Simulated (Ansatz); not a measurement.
Mo (Im-3m), PBEsol, DFPT electron-phonon coupling, linearised Boltzmann equation in Ansatz (a first-principles code): Condition of this run: hydrostatic pressure 5 GPa (the target of the relaxation). phonon-limited resistivity 5.03 μΩ·cm at 300 K, 6.97 μΩ·cm at 400 K, current-weighted mean free path 13.0 nm, Drude plasma energy 9.00 eV.

Q: Estimate the electronic thermal conductivity at 300 K by the Wiedemann-Franz law (L₀ = 2.44×10⁻⁸ W·Ω/K²).

A: L₀T/ρ = 2.44×10⁻⁸ × 300/(5.03×10⁻⁸) = 146 W/(m·K). Inelastic scattering puts the true Lorenz number somewhat under L₀ near and below the Debye temperature.

Q: What is the classical skin depth at 10 GHz (nonmagnetic, μ₀ = 1.257×10⁻⁶ H/m)?

A: δ = √(ρ/(π f μ₀)) = 1130 nm.

Q: What temperature coefficient of resistance follows, and how does it compare with 1/T?

A: (ρ₄₀₀ − ρ₃₀₀)/(100 K × ρ₃₀₀) = 3.86×10⁻³ K⁻¹, against 1/T = 3.33×10⁻³ K⁻¹ for a resistivity proportional to T. It lies higher because phonons are still being populated at 300 K; impurities would add a constant and lower it.

A metal at this level (no band gap). Only scattering by harmonic phonons is included (no impurities, grain boundaries, electron-electron scattering or thermal expansion). Spin-orbit coupling is left out. The squared frequency of the phonon mode least converged on the k mesh is uncertain by about 40 %. The run warned that the eigensolver left some states short of its tolerance. Halving the electron mesh (36x36x36) moves the resistivity by up to 1 % at 300 K, the mean free path by up to 2 %. Smearing 0.20 eV; phonons on a 6x6x6 q mesh, which this run doesn't test.
